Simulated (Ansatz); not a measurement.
**Response to strain in PbS**

Start from PbS in the rock salt structure (space group Fm-3m, No. 225; a = 5.975 Å).

Strains are applied to the cell and any free atomic positions relax.

The values are results of plane-wave PAW DFT at the r2SCAN level (Ansatz, a quantum-chemistry and plane-wave program, 500 eV), no spin-orbit coupling, not measurements.

Candidates:
(a) isotropic strain −0.50 %
(b) isotropic strain −1.00 %
(c) isotropic strain −3.00 %
(d) isotropic strain −2.50 %
(e) isotropic strain −1.50 %

Before the change:

| Quantity | Result |
|---|---|
| Band gap | 0.69 eV |

Q: Order them by band gap, highest first.

A: (a) isotropic strain −0.50 % (0.64 eV), (b) isotropic strain −1.00 % (0.58 eV), (e) isotropic strain −1.50 % (0.51 eV), (d) isotropic strain −2.50 % (0.38 eV), (c) isotropic strain −3.00 % (0.31 eV)

Spin-orbit coupling, missing from the scalar runs, can matter with Pb. No phonon test of stability was made.
